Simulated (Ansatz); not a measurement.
**CuI under a change: biaxial strain −0.26 %, plane normal [001], relaxed out of plane**

Consider CuI (space group P-3m1, No. 164; a = 4.095 Å, c = 7.210 Å; a cell from a computed database, its experimental status unchecked; layered, stacked along the Cartesian z axis). Axes: x lies along a and z along c of the hexagonal cell.

Now apply this change: compressive biaxial strain of 0.26 % in the plane normal to [001], as in epitaxy on a mismatched substrate; the out-of-plane cell vector and the atoms relax.

Level of theory: r2SCAN+rVV10/PAW in Ansatz (a quantum-chemistry and plane-wave program), spin-orbit coupling left out, earlier PAW set. Settings: 9×9×5 k-points, 0.05 eV Fermi–Dirac smearing.

- Volume per atom: 26.06 Å³ (base 26.17 Å³)
- Shortest interatomic distance: 257.5 pm (base 257.4 pm)
- Pressure (mean of the normal stresses, compression positive): 0.15 GPa (base -0.01 GPa)
- Band gap: 2.08 eV (base 2.09 eV)
- Gap character: direct at Γ (base direct at Γ)
- Width of the top valence band: 0.73 eV (base 0.72 eV)
- Electron mass: 0.17 mₑ out of plane, 0.28 mₑ in plane (at Γ) (base 0.18 mₑ along c, 0.28 mₑ across (at Γ))
- Valence-band top at Γ (three highest levels, from the VBM): 0.00, 0.00, -0.35 eV (base 0.00, 0.00, -0.33 eV)
- Out-of-plane strain: +0.11 %
- Mean in-plane stress (compression positive): +0.2 GPa

Final structure (turned so that z lies along the plane normal):

```xyz
4
Lattice="4.0840 0.0000 0.0000 2.0420 3.5369 0.0000 0.0000 0.0000 7.2172" Properties=species:S:1:pos:R:3 pbc="T T T"
Cu     4.0840     2.3579     4.2734
Cu     2.0420     1.1790     2.9438
I      2.0420     1.1790     5.5186
I      4.0840     2.3579     1.6986
```

Spin-orbit coupling, missing from the scalar runs, can matter with I. Effective masses come from finite differences of ±0.01 Å⁻¹. Whether these cells are dynamically stable was not tested. All final runs are without spin polarisation. This is not the structure that CuI has at room temperature and ambient pressure.
